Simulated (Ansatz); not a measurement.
## A computed series for Bi2Te3: pressure series

Base system: Bi2Te3 in the Bi2Te3 type structure (space group R-3m, No. 166; a = 4.387 Å, c = 30.290 Å (hexagonal axes)).

Cell and atoms are relaxed at each pressure.

The values are results of PBE-D3(BJ) (Ansatz, an electronic-structure program; PAW; 420 eV plane waves; no SOC), earlier PAW set, not measurements.

Notes on the quantities. enthalpy: H = E + PV relative to the base's energy.

| change | band gap | lattice parameter a | enthalpy | c/a ratio |
|---|---|---|---|---|
| base | 0.27 eV | 4.387 Å | – | 6.904 |
| pressure −1 GPa | 0.32 eV | 4.420 Å | -0.21 eV/atom | 6.968 |
| pressure 3 GPa | 0.24 eV | 4.301 Å | +0.61 eV/atom | 6.875 |
| pressure 7 GPa | 0.21 eV | 4.203 Å | +1.37 eV/atom | 6.933 |
| pressure 15 GPa | zero | 3.979 Å | +2.79 eV/atom | 7.412 |
| pressure 30 GPa | zero | 3.146 Å | +4.97 eV/atom | 12.063 |
| pressure 50 GPa | zero | 3.051 Å | +7.55 eV/atom | 12.061 |
| pressure 75 GPa | zero | 2.967 Å | +10.50 eV/atom | 12.063 |
| pressure 100 GPa | zero | 2.902 Å | +13.25 eV/atom | 12.074 |

The mesh was chosen for an insulator and is coarse for the gapless case. From pressure 30 GPa on, the axis ratios lie over 15 % from the base's, so the cell there is far from its starting form. Spin-orbit coupling, missing from the scalar runs, can matter with Bi and Te. Load acts through the strain it causes; cell and atoms are relaxed under it. Whether these cells are dynamically stable was not tested. Competing high-pressure phases were not computed. The final runs are not spin-polarised. The zero or small gap of Bi2Te3 can change with the level of theory.
